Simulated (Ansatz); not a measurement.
Consider TiO$_{2}$ in the anatase structure (space group I4_1/amd, No. 141; a = 3.739 Å, c = 9.455 Å). Axes: x, y, z lie along a, b, c of the conventional cell.

Level of theory: LDA (Ansatz, a first-principles code, PAW, spin-orbit coupling left out).

Strains are applied to the cell and any free atomic positions relax; under biaxial strain the out-of-plane vector relaxes too.

One change was made to it. Results:

The shortest interatomic distance increases by 0.008 Å (1.911 Å → 1.919 Å); the energy rises by 0.7 meV/atom; the pressure (mean of the normal stresses, compression positive) goes from zero to -1.23 GPa; the smallest direct gap shrinks by 0.04 eV, from 2.44 eV to 2.40 eV.

What was done to the base?
A. biaxial strain +1.80 %, plane normal [001], relaxed out of plane
B. biaxial strain +2.40 %, plane normal [001], relaxed out of plane
C. biaxial strain +0.60 %, plane normal [001], relaxed out of plane

C, biaxial strain +0.60 %, plane normal [001], relaxed out of plane. For comparison, the energy relative to the base in the other runs: biaxial strain +1.80 %, plane normal [001], relaxed out of plane gives +6.8 meV/atom; biaxial strain +2.40 %, plane normal [001], relaxed out of plane gives +12 meV/atom.

Stability against distortions was not tested. All final runs are without spin polarisation.
